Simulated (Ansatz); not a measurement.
Cd(GaSe2)2: stress against strain

Cd(GaSe2)2 (I-4, 25.251 Å³/atom and stress up to 0.01 GPa in the relaxed cell, c along z) under an equal strain ε in the (001) plane with the normal axis free, as in a coherent film. PBEsol in Ansatz, a plane-wave DFT program (PAW, default set), 420 eV, 8×8×8 Γ-centred mesh, Fermi-Dirac smearing 0.05 eV; ions are relaxed, or left where forces stay under 0.02 eV/Å, within the symmetry of each cell. Stress is positive for a compressed cell.

Here s stands for strain and y for stress xx.

```
strain (%)  stress xx (GPa)
----------  ---------------
-1.50                  0.66
-0.75                  0.31
0.00                   0.00
0.75                  -0.31
1.50                  -0.59
3.00                      ?
```

Task: Using a straight line, estimate the missing y at s = 3.00 from the other rows, showing the fit.

Result: Means: s 0, y 0.014. About the means, the sum of products is -2.3400 and the sum of squares of s is 5.6250; the slope is their ratio. Least squares gives y = 0.014 - 0.4160·s. Residuals (row less fit): 0.022, -0.016, -0.014, -0.012, 0.020; standard error 0.022 (degrees of freedom: 3). The slope gives the biaxial elastic modulus of this plane = 41.6 ± 0.9 GPa (± standard error of the fit, which holds the terms cut off). At the withheld row, y = 0.014 - 0.4160 × 3.00 = -1.234 GPa. The calculation gives -1.11 GPa, 0.124 GPa above the prediction (7.0 % of the range of y in the table). The row lies outside the fitted rows, so this is an extrapolation. From the scatter of the fitted rows alone, a prediction at this place has a standard error of 0.037 GPa, so the miss is 3.4 times that.

A polynomial of degree 2 through the 8 other runs of the series gives -1.09 there, so most of the miss is curvature that the fit leaves out. The start is a measured cell from the literature; how it stands against other phases or cation orders wasn't checked. Rows are the converged runs of the series near zero and its far end; series whose fitted rows scatter by over a few per cent of the range, as at a crossing or softening among them, aren't shown in this form, nor equations of state whose B0' disagrees with the runs' pressures. Most that stay on the fit to the last digits aren't either.
